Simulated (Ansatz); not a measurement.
The parent structure is InAgTe₂ in the chalcopyrite structure (space group I-42d, No. 122; a = 6.569 Å, c = 12.999 Å). Axes: x, y, z lie along a, b, c of the conventional cell.

Calculations: Ansatz (an electronic-structure program), PBE, PAW, cutoff 420 eV, no spin-orbit coupling.

For the base:

Shortest interatomic distance: 2.813 Å
Pressure: 0.0 GPa

Perturbation: uniaxial strain ε_zz = +2.25 %, all other strain components held at zero; the atoms relax in the strained cell.

Task: What does the calculation give for the shortest interatomic distance after the change?

Result: The shortest interatomic distance goes up by 0.022 Å (2.813 Å → 2.835 Å).

Task: What happens to the pressure?

Result: The pressure (mean of the normal stresses, compression positive) goes from zero to -0.8 GPa.

Task: What does the calculation give for the energy relative to the base after the change?

Result: The energy increases by 2.5 meV/atom.

Stability against distortions was not tested. All final runs are without spin polarisation. Gaps under 0.05 eV, about the width of the smearing, are given as zero.
